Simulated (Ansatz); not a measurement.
The starting structures come from a database of crystals and need not be the phases stable at ambient conditions.

Here is the system:

```
Ge3N4
1.0
    5.87722     0.00000     0.00000
    0.00000     5.87722     0.00000
    2.93861    -2.93861     4.15583
Ge N
6 8
Direct
  0.37500   0.87500   0.25000
  0.87500   0.37500   0.75000
  0.37500   0.37500   0.25000
  0.37500   0.37500   0.75000
  0.00000   0.00000   0.00000
  0.75000   0.75000   0.50000
  0.61684   0.61684   0.23368
  0.13316   0.60052   0.73368
  0.14948   0.61684   0.23368
  0.13316   0.13316   0.73368
  0.61684   0.61684   0.76632
  0.60052   0.13316   0.26632
  0.61684   0.14948   0.76632
  0.13316   0.13316   0.26632
```

Space group of this cell: Fd-3m. The cell is taken as given; by PBEsol its mean pressure is -6.4 GPa.

The current runs along the normal of the first two printed vectors, the (001) plane. All runs by Ansatz (a first-principles code), plane waves and PAW, without spin-orbit coupling; the base is PBEsol.

```csv
run,mean pressure (GPa),gap (eV),mid-gap κ (1/Å)
base,-6.4,1.87,0.165
all lengths scaled by 0.98,8.1,2.24,0.222
all lengths scaled by 1.02,-17.1,1.16,0.114
lda in place of pbesol,-11.9,[?],[?]
"lengths across the current scaled by 0.98, ions clamped",2.9,[?],[?]
"lengths across the current scaled by 1.02, ions clamped",-13.8,1.38,0.134
"lengths along the current scaled by 0.97, ions clamped",0.6,2.01,0.201
"lengths along the current scaled by 1.03, ions clamped",-11.9,[?],[?]
```

**Question.** Fill in the missing entries.

**Answer.** 
- lda in place of pbesol, gap (eV): 1.89
- lda in place of pbesol, mid-gap κ (1/Å): 0.169
- lengths across the current scaled by 0.98, ions clamped, gap (eV): 2.11
- lengths across the current scaled by 0.98, ions clamped, mid-gap κ (1/Å): 0.198
- lengths along the current scaled by 1.03, ions clamped, gap (eV): 1.47
- lengths along the current scaled by 1.03, ions clamped, mid-gap κ (1/Å): 0.133
